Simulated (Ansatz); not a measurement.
Take Cu in the fcc (Cu type) structure (space group Fm-3m, No. 225; a = 3.5184 Å; relaxed with 0.1 eV smearing) as the base. Axes: x, y, z lie along the cube axes.

All numbers come from DFT with LDA, PAW potentials and a 420 eV plane-wave cutoff in Ansatz (a quantum-chemistry and plane-wave program), no SOC.

Before the change:

The volume per atom is 10.89 Å³ and the pressure is 0.0 GPa.

It is then changed as follows: biaxial strain +2.00 %, plane normal [001], relaxed out of plane (Cartesian); in-plane vectors clamped, the third vector and the atoms free.

Predict the new volume per atom, pressure and energy relative to the base.

The volume per atom increases by 0.11 Å³ (10.89 Å³ → 11.00 Å³); the pressure (mean of the normal stresses, compression positive) goes from zero to -1.7 GPa; the energy rises by 3.8 meV/atom.

Stability against distortions was not tested. All final runs are without spin polarisation.
